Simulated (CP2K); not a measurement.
Input and output of a self-consistent single point for BC₇ (P1, 8 atoms in the cell) (CP2K).

Computed with PBEsol, GPW, DZVP-MOLOPT-SR-GTH basis, GTH-PBE potentials (GTH_POTENTIALS) run with CP2K.

The change in words: lattice scaled by 0.98. Reference geometry:
```
CELL_PARAMETERS angstrom
      2.53582     0.00000     0.00000
     -1.26791     2.19609     0.00000
      0.00000     0.00000     8.52227
ATOMIC_POSITIONS crystal
  B  0.00397 0.99657 0.32215
  C  0.00285 0.00148 0.51108
  C  0.33352 0.65932 0.99752
  C  0.34313 0.67500 0.81952
  C  0.66444 0.33841 0.75349
  C  0.64238 0.31644 0.57265
  C  0.67394 0.32819 0.06597
  C  0.66910 0.35126 0.24009
```

Reference input (self-consistent single point, DFT PBEsol, GPW, DZVP-MOLOPT-SR-GTH basis, GTH-PBE potentials (GTH_POTENTIALS)): CUTOFF = 400 Ry; REL_CUTOFF = 40 Ry; SMEAR/METHOD = GAUSSIAN; SIGMA = 0.2 eV; KPOINTS/SCHEME = MONKHORST-PACK 10 10 3; GAMMA_CENTERED = T; XC_FUNCTIONAL = PBE:PBESOL; B/BASIS_SET = DZVP-MOLOPT-SR-GTH; B/POTENTIAL = GTH-PBE-q3; C/BASIS_SET = DZVP-MOLOPT-SR-GTH; C/POTENTIAL = GTH-PBE-q4; METHOD = GPW. This run's input differs from it in these lines:

```diff
@@ -66,5 +66,5 @@
     &CELL
-      A 2.53582000 0.00000000 0.00000000
-      B -1.26791000 2.19608500 0.00000000
-      C 0.00000000 0.00000000 8.52227000
+      A 2.48510400 0.00000000 0.00000000
+      B -1.24255200 2.15216300 0.00000000
+      C 0.00000000 0.00000000 8.35182500
       PERIODIC XYZ
```

Log, with long lists cut:

```
 SCF WAVEFUNCTION OPTIMIZATION

  Step     Update method      Time    Convergence         Total energy    Change
     1 NoMix/Diag. 0.20E+00      -     1.42169446       -43.1155210470 -4.31E+01
     2 Broy./Diag. 0.20E+00      -     0.10919646       -41.1310893848  1.98E+00
     3 Broy./Diag. 0.20E+00      -     0.05328306       -41.5364290604 -4.05E-01
     4 Broy./Diag. 0.20E+00      -     0.05474324       -42.3111684479 -7.75E-01
     5 Broy./Diag. 0.20E+00      -     0.00782004       -42.5495629192 -2.38E-01
     6 Broy./Diag. 0.20E+00      -     0.00721898       -42.5795630521 -3.00E-02
   [... 7 lines left out ...]
    14 Broy./Diag. 0.20E+00      -     0.00000080       -42.5457588329 -1.13E-05
    15 Broy./Diag. 0.20E+00      -     0.00000034       -42.5457622400 -3.41E-06
    16 Broy./Diag. 0.20E+00      -     0.00000014       -42.5457626821 -4.42E-07
    17 Broy./Diag. 0.20E+00      -     0.00000002       -42.5457627832 -1.01E-07
  *** SCF run converged in    17 steps ***

  Overlap energy of the core charge distribution:               0.00000066901202
  Self energy of the core charge distribution:                -99.40449447105149
  Core Hamiltonian energy:                                     31.89462551033305
  Hartree energy:                                              38.53429831720246
  Exchange-correlation energy:                                -13.56944261248744
  Smearing free energy correction:                             -0.00075019624284
  Fermi energy:                                                 0.39255922314405

  Total energy:                                               -42.54576278322864
  Total energy (extrapolated to sigma->0):                    -42.54538768510722

                     Mulliken Population Analysis

   [... lines left out ...]

 STRESS| Analytical stress tensor [bar]
 STRESS|                        x                   y                   z
 STRESS|      x        2.24900105212E+05   2.12550239841E+04   3.70702217052E+03
 STRESS|      y        2.12550239841E+04   2.43093627555E+05   5.95266763373E+03
 STRESS|      z        3.70702217052E+03   5.95266763373E+03   2.79215877007E+05
 STRESS| 1/3 Trace                                             2.49069869925E+05
```

The run converged in 17 iterations. Against the reference run the free energy rises by 23.9 meV/atom, the pressure goes from -1.72 to 24.91 GPa and the largest force goes from 1.863 to 2.078 eV/Å.

The starting cell comes from a database of computed structures (which also holds hypothetical and non-ambient phases and stackings), without a prior relaxation at this level. Its atoms were displaced at random from the sites of space group no. 156. For this run, on top of that: lattice scaled by 0.98. Values carry the incompleteness of an atom-centred basis. The potentials were made for another functional than the one used. With a pressure of about 25 GPa the cell is away from its equilibrium volume at this level. Forces in this geometry exceed 1 eV/Å.

Cost on one core of a shared machine: roughly 2 min.
